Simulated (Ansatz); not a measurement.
Output of an Ansatz run (abridged):

```
WARN ansatz: RAYON_NUM_THREADS=1 ignored (pool sized by the plan → 1); use --threads N
basis.fft_grid_basis auto: the FFT boxes are laid along the combinations [[1, 0, 1], [0, 1, 1], [0, 0, 1]] of the cell's own vectors, 3.320, 3.320 and 6.242 Å …
Pseudopotentials: kind: paw
Pseudopotential: Hf, paw, valence charge 26
Pseudopotential: Hg, paw, valence charge 20
Crystal: 3 atoms, lattice volume = 63.759 Å³
Basis set: ecut = 420 eV, 1231 PW (Γ), FFT grids on a1+a3, a2+a3, a3
Bands: 44, of which v1, the nominal top of the filled ones, is band 36 counted from 1 (35 counted from 0)
Symmetry: 16 space group operations
Space group: I4/mmm (ITA 139), of the structure as read, at distance tolerance 4.0e-5 Å
k-points: 163 of 1728
PAW frozen core: Hf, regenerated for the run's functional, and the local potential with it
PAW frozen core: Hg, regenerated for the run's functional, and the local potential with it
Initial density: superposition of atomic densities (neutral atoms: chi_scale 0, normalization atom), corrected by the library's trained network
Initial wavefunctions: pseudopotential atomic-orbital guess
Eigensolver: davidson
Functional: x = slater, c = lda
SCF iter   1: F=—  HF=-44476.769705 eV  |F-HF|=—  |Δ(HF+E_count)|=         —  Δρ=5.39e-3  dr2=1.24e-2  ethr=1.77e-3  ⟨swp⟩=5.7  Hψ=22751  notcnv=0
all-band conjugate gradients solve this SCF's bands
preconditioner: auto → Kerker (q_TF=auto, 2.784 Å⁻¹)
SCF iter   2: F=—  HF=-44476.768991 eV  |F-HF|=—  |Δ(HF+E_count)|=   7.14e-4  Δρ=3.14e-3  dr2=5.65e-3  ethr=1.73e-5  ⟨swp⟩=2.0  Hψ=12255  notcnv=0  defer=2
SCF iter   3: F=—  HF=-44476.768700 eV  |F-HF|=—  |Δ(HF+E_count)|=   2.91e-4  Δρ=1.04e-3  dr2=9.74e-4  ethr=7.85e-6  ⟨swp⟩=2.0  Hψ=10980  notcnv=0  defer=2
SCF iter   4: F=—  HF=-44476.768236 eV  |F-HF|=—  |Δ(HF+E_count)|=   4.64e-4  Δρ=3.52e-4  dr2=1.30e-4  ethr=1.35e-6  ⟨swp⟩=2.0  Hψ=11671  notcnv=0  defer=2
SCF iter   5: F=—  HF=-44476.768203 eV  |F-HF|=—  |Δ(HF+E_count)|=   3.26e-5  Δρ=1.41e-4  dr2=1.11e-5  ethr=1.81e-7  ⟨swp⟩=2.8  Hψ=11588  notcnv=0  defer=2
SCF iter   6: F=—  HF=-44476.768212 eV  |F-HF|=—  |Δ(HF+E_count)|=   8.89e-6  Δρ=2.06e-5  dr2=1.89e-7  ethr=1.55e-8  ⟨swp⟩=2.5  Hψ=10920  notcnv=0  defer=2
SCF iter   7: F=-44476.768212 eV  HF=-44476.768212 eV  |F-HF|=3.19e-8  |Δ(HF+E_count)|=   6.01e-9  Δρ=5.50e-6  dr2=3.09e-8  ethr=1.39e-10  ⟨swp⟩=7.0  Hψ=32524  notcnv=0
SCF 1 converged in 7 iterations: F = -44476.768212 eV  dr2 = 3.09e-8
SCF converged after 7 iterations
Free energy (F): -44476.768212 eV
Harris-Foulkes:  -44476.768212 eV  (|F-HF|=3.19e-8)
Internal energy: -44476.694624 eV  (E = F + TS)
E sigma→0 (E₀):  -44476.731418 eV
Entropy (-TS):   -0.073588 eV (-24.529 meV/atom)
Fermi energy:    19.562595 eV
--- Per-component energies (eV) ---
  E_band       = -268.083162
  E_kinetic    = 1451.935372
  E_local      = -12391.357704  (includes V_loc(G=0)·N_el)
  E_nonlocal   = -2389.314518
  E_hartree    = 5735.563974
  E_xc         = -815.215484
  E_vxc        = -796.611934  (∫ρ·V_xc dr)
  E_paw        = -23023.610688  (= ΣΔE_a)
  E_vpaw       = 2386.130153  (= ΣTr[D̂ρ^β])
  E_aug_tail   = 0.000807  (compensation charges beyond the density's cutoff)
  E_ewald      = -13050.186960
  E_core_change = 5.490578  (= ΣΔE_core)
  E_smearing   = -0.073588  (= −TS)
  E_closure    = 0.000000  (closes the sum)
  Σ components = -44476.768212   (vs F -44476.768212, Δ=0.00e0)
--- Forces (eV/Å), atoms counted from 1 ---
  atom   1  Hf     0.00000000     0.00000000    -0.00487340
  atom   2  Hf     0.00000000    -0.00000000     0.00487340
  atom   3  Hg     0.00000000     0.00000000     0.00000000
  max |Σ_I F_I| component: 1.73e-18 eV/Å
--- Stress (GPa, compression-positive) ---
       -5.482678       0.000000       0.000000
        0.000000      -5.482678       0.000000
        0.000000      -0.000000      -4.731567
  P = ⅓ Tr σ = -5.2323 GPa (-52.323 kbar)
  The stress holds the Pulay correction. Without it, at fixed plane waves, as pw.x and ABINIT print it: P = -5.2668 GPa
--- Band table (eV; the first three rows and the last of 163) ---
  k-point 0: bands = ["-96.2480", "-44.5087", "-44.5087", "-44.5020", "-42.5883", "-42.5224", "-11.4815", "-11.1959", "-11.1959", "-11.0462", "-10.9417", "-10.9417", "7.4012", "7.4048", "7.4086", "7.4086", "7.4103", "7.4230", "7.4324", "7.4324", [...]
  k-point 1: bands = ["-96.2480", "-44.5095", "-44.5095", "-44.5018", "-42.5846", "-42.5232", "-11.4761", "-11.2286", "-11.2168", "-11.0185", "-10.9697", "-10.9539", "7.4014", "7.4048", "7.4071", "7.4093", "7.4171", "7.4217", "7.4313", "7.4320", [...]
  k-point 2: bands = ["-96.2479", "-44.5117", "-44.5115", "-44.5013", "-42.5747", "-42.5253", "-11.4649", "-11.2775", "-11.2737", "-11.0411", "-10.9871", "-10.9830", "7.4021", "7.4047", "7.4115", "7.4132", "7.4166", "7.4253", "7.4303", "7.4310", [...]
  k-point 162: bands = ["-96.2480", "-44.5087", "-44.5087", "-44.5020", "-42.5869", "-42.5237", "-11.4453", "-11.1969", "-11.1969", "-11.0859", "-10.9406", "-10.9406", "7.3999", "7.4044", "7.4097", "7.4097", "7.4172", "7.4181", "7.4331", "7.4331", [...]
```

The structure:

```xyz
3
Lattice="-1.6600 1.6600 5.7842 1.6600 -1.6600 5.7842 1.6600 1.6600 -5.7842" Properties=species:S:1:pos:R:3 pbc="T T T"
Hf     0.0000     0.0000     7.7014
Hf     0.0000     0.0000     3.8669
Hg     0.0000     0.0000     0.0000
```

Question: Reconstruct the input of this run.

Answer: Other spellings and defaults could give the same log, and not every line can be read from it. The input that was run (DFT, LDA (PW92), plane waves, default PAW files made with PBE):

Ansatz 0.2 input:
```yaml
crystal:
  lattice:
    - [-1.66004500, 1.66004500, 5.78415000]
    - [1.66004500, -1.66004500, 5.78415000]
    - [1.66004500, 1.66004500, -5.78415000]
  atoms:
    - { symbol: Hf, position_ang: [0.00000000, -0.00000000, 7.70136436] }
    - { symbol: Hf, position_ang: [0.00000000, -0.00000000, 3.86693564] }
    - { symbol: Hg, position_ang: [0.00000000, 0.00000000, 0.00000000] }
basis:
  ecutwfc: 420.0
kpoints:
  mp_grid: { grid: [12, 12, 12] }
hamiltonian:
  xc: lda
  pseudopotentials: { kind: paw }
scf:
  occupations: { method: fermi_dirac, width: 0.1 }
output:
  forces: true
  eigenvalues: true
  stress: true
```

The starting cell comes from a database of computed structures (which also holds hypothetical and non-ambient phases and stackings), without a prior relaxation at this level. Its lattice was rescaled by up to half a per cent. Spin-orbit coupling is off. With a pressure of about -5 GPa the cell is away from its equilibrium volume at this level. Ansatz's pressure includes its estimate of the finite-basis (Pulay) stress.

Ansatz is a program for electronic structure.
